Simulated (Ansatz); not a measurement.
**MgO under a change: pressure 7.5 GPa**

Start from MgO (space group R-3m, No. 166; a = 2.968 Å, c = 59.376 Å (hexagonal axes); a cell from a computed database, its experimental status unchecked).

The change: cell and atoms relaxed at a pressure of 7.5 GPa.

The values are results of Ansatz (a first-principles code), PBEsol, PAW, cutoff 420 eV, no spin-orbit coupling, not measurements. k-mesh 10×10×10 (Γ-centred); smearing 0.05 eV (Fermi–Dirac).

| quantity | base | changed | shift |
|---|---|---|---|
| volume per atom | 9.44 Å³ | 9.03 Å³ | -0.41 Å³ |
| lattice parameter a | 296.8 pm | 292.3 pm | -4.44 pm |
| c/a ratio | 20.007 | 20.027 | +0.0205 |
| band gap | 4.01 eV | 4.39 eV | +0.38 eV |
| gap character | indirect, Γ–S₀ (15 % along) → Γ | indirect, Γ–S₀ (15 % along) → Γ | – |
| smallest direct gap | 4.02 eV | 4.40 eV | +0.38 eV |
| mean gap deformation potential ΔEg/Δln V | – | -8.6 eV | – |
| electron mass | 0.56 mₑ along c, 0.34 mₑ across (at Γ) | 0.65 mₑ along c, 0.35 mₑ across (at Γ) | – |

Load acts through the strain it causes; cell and atoms are relaxed under it. Masses are band curvatures over ±0.01 Å⁻¹ around the edge. Stability against distortions was not tested. Competing high-pressure phases were not computed. This is not the structure that MgO has at room temperature and ambient pressure.
